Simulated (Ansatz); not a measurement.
System: OsN2 (Pnnm, No. 58, 6 atoms in the cell; start mp-21264). Method: PBEsol (plane waves, PAW; Ansatz, a program for electronic structure).

Input file:

Ansatz 0.2 input:
```yaml
crystal:
  lattice:
    - [4.0799138818, 0.0, 0.0]
    - [0.0, 4.8673428707, 0.0]
    - [0.0, 0.0, 2.6449567117]
  atoms:
    - { symbol: Os, position: [0.5, 0.5, 0.5] }
    - { symbol: Os, position: [0.0, 0.0, 0.0] }
    - { symbol: N, position: [0.37277105, 0.9035387769, 0.5] }
    - { symbol: N, position: [0.62722895, 0.0964612231, 0.5] }
    - { symbol: N, position: [0.87277105, 0.5964612231, 0.0] }
    - { symbol: N, position: [0.12722895, 0.4035387769, 0.0] }
basis:
  ecutwfc: 520
  ecutrho_ratio: 4
  xc_grid: 2
kpoints:
  mp_grid: { grid: [14, 12, 20] }
hamiltonian:
  xc: pbesol
  dispersion: none
  pseudopotentials: { kind: paw }
scf:
  occupations: { method: fermi_dirac, width: 0.05 }
output:
  forces: true
  stress: true
  eigenvalues: true
relax:
  f_tol: 0.004
  escape_saddle: false
  max_steps: 80
  cell: { stress_tol: 0.02, fix: [volume] }
```

From the output:

```
Relaxation: its limit of steps is 80 (relax.max_steps)
Crystal: 6 atoms, lattice volume = 52.524 Å³
Basis set: ecut = 520 eV, 1401 PW (Γ), exchange–correlation on 64×80×40 points (8 copies of the dense FFT grid, shifted against one another)
Bands: 32, of which v1, the nominal top of the filled ones, is band 26 counted from 1 (25 counted from 0)
Symmetry: 8 space group operations
Space group: Pnnm (ITA 58), of the structure as read, at distance tolerance 3.7e-5 Å
k-points: 616 of 3360
Functional: x = pbesol(κ = 0.804, μ = 0.12345679012345678), c = pbesol(β = 0.046)
SCF iter   1: F=—  HF=-24014.103990 eV  |F-HF|=—  |Δ(HF+E_count)|=         —  Δρ=2.91e-2  dr2=3.70e-1
SCF iter   2: F=—  HF=-24014.035193 eV  |F-HF|=—  |Δ(HF+E_count)|=   6.88e-2  Δρ=1.47e-2  dr2=1.02e-1
  ...
SCF 1 converged in 6 iterations: F = -24014.009110 eV  dr2 = 2.99e-8
Crystal: 6 atoms, lattice volume = 52.524 Å³
Basis set: ecut = 520 eV, 1409 PW (Γ), exchange–correlation on 64×80×40 points (8 copies of the dense FFT grid, shifted against one another)
Initial density: handed on by an earlier stage of this run
SCF 2 converged in 6 iterations: F = -24014.009731 eV  dr2 = 7.34e-11
Crystal: 6 atoms, lattice volume = 52.524 Å³
SCF 3 converged in 6 iterations: F = -24014.009984 eV  dr2 = 1.09e-11
Crystal: 6 atoms, lattice volume = 52.524 Å³
SCF 4 converged in 6 iterations: F = -24014.010029 eV  dr2 = 3.94e-12
Crystal: 6 atoms, lattice volume = 52.524 Å³
SCF 5 converged in 7 iterations: F = -24014.010033 eV  dr2 = 7.69e-15
Crystal: 6 atoms, lattice volume = 52.524 Å³
SCF iter   8: F=-24014.010032 eV  HF=-24014.010032 eV  |F-HF|=0.00e0  |Δ(HF+E_count)|=  1.09e-11  Δρ=6.57e-10  dr2=2.48e-16
SCF iter   9: F=-24014.010032 eV  HF=-24014.010032 eV  |F-HF|=7.28e-12  |Δ(HF+E_count)|=  7.28e-12  Δρ=2.20e-10  dr2=1.82e-17
SCF 6 converged in 9 iterations: F = -24014.010032 eV  dr2 = 1.82e-17
SCF converged after 9 iterations
Free energy (F): -24014.010032 eV
Internal energy: -24013.998625 eV  (E = F + TS)
E sigma→0 (E₀):  -24014.004329 eV
Fermi energy:    18.940275 eV
--- Stress (GPa, compression-positive) ---
        8.230406       0.000000       0.000000
        0.000000       8.231436       0.000000
        0.000000       0.000000       8.227226
  P = ⅓ Tr σ = 8.2297 GPa (82.297 kbar)
```

The cell is one volume of an energy–volume scan, off the minimum.

The PAW data were made under PBE.

Note: the run has no spin polarisation, so it can have missed a magnetic state. Note: the relaxation could not lower the start's symmetry, so the cell can be a saddle point above a distorted one.

A start named mp-… is a Materials Project structure, which need not be a measured phase.
